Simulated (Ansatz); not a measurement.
**RuAs (space group Pnma, No. 62; a cell from a computed database, its experimental status unchecked)**

```
CELL_PARAMETERS angstrom
      5.68970     0.00000     0.00000
      0.00000     3.30093     0.00000
      0.00000     0.00000     6.34111
ATOMIC_POSITIONS crystal
  As 0.69559 0.25000 0.06794
  As 0.30441 0.75000 0.93206
  As 0.80441 0.75000 0.56794
  As 0.19559 0.25000 0.43206
  Ru 0.50201 0.25000 0.70279
  Ru 0.49799 0.75000 0.29721
  Ru 0.99799 0.75000 0.20279
  Ru 0.00201 0.25000 0.79721
```

Level of theory: PBEsol/PAW in Ansatz (a first-principles code), no SOC. Γ-centred 8×14×8 mesh, Fermi–Dirac width 0.05 eV.

```json
{
 "volume_per_atom": "14.89 Å³",
 "density": "9.82 g/cm³",
 "band_gap": "zero",
 "total_energy": "-5315.040 eV/atom (σ→0; compares only within this code and set-up)"
}
```

Stability against distortions was not tested. All final runs are without spin polarisation.
